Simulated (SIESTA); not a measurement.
## Parameter sweep on Hf (P6_3/mmc, 2 atoms in the cell)

```xyz
2
Lattice="3.2623 0.0000 0.0000 -1.6311 2.8252 0.0000 0.0000 0.0000 5.1555" Properties=species:S:1:pos:R:3 pbc="T T T"
Hf     0.0000     1.8835     1.2889
Hf     1.6311     0.9417     3.8666
```

Base run A: GGA PBE, numerical atomic orbitals DZP, PseudoDojo PBE standard norm-conserving potentials (rewritten from UPF to PSML) (SIESTA), self-consistent single point.

Its settings: XC.functional = GGA; XC.authors = PBE; potentials = PseudoDojo PBE standard; PAO.BasisSize = DZP; PAO.EnergyShift = 0.01 Ry; MeshCutoff = 350 Ry; kgrid.MonkhorstPack = 12 12 7; OccupationFunction = FD; ElectronicTemperature = 100 meV; MaxSCFIterations = 150; SCF.Mixer.Method = Broyden; SCF.Mixer.Weight = 0.25; SCF.Mixer.History = 6; SCF.DM.Tolerance = 1.0E-05.

The starting cell comes from a database of computed structures (which also holds hypothetical and non-ambient phases and stackings), without a prior relaxation at this level. Its lattice was rescaled by a random factor within 2.5 % of one. Values carry the incompleteness of an atom-centred basis. In the base run, with a pressure of about -8 GPa the cell is away from its equilibrium volume at this level.

ΔF is the free energy per atom less that of run A. 

```tsv
run	kgrid.MonkhorstPack, ElectronicTemperature	ΔF (meV/atom)	pressure (GPa)	TS (meV/atom)	k-points
A	12 12 7, 100 meV	0.00	-7.85	29.1	516
B	11 11 6, 30 meV	12.3	-7.77	2.6	369
C	11 11 6, 300 meV	-143.3	-6.74	351.9	369
D	12 12 7, 30 meV	12.2	-7.89	2.1	516
E	12 12 7, 300 meV	-143.2	-6.74	352.1	516
F	13 13 7, 30 meV	12.7	-7.92	2.5	592
G	13 13 7, 300 meV	-143.2	-6.74	352.1	592
```

Run E against A: The free energy falls by 143 meV/atom and the pressure goes from -7.85 to -6.74 GPa.

Run B against A: The free energy goes up by 12.3 meV/atom and the pressure moves little (-7.85 to -7.77 GPa).

Run F against A: The free energy rises by 12.7 meV/atom and the pressure stays near -7.92 GPa while the zz stress (positive for compression) goes from -7.73 to -8.04 GPa.
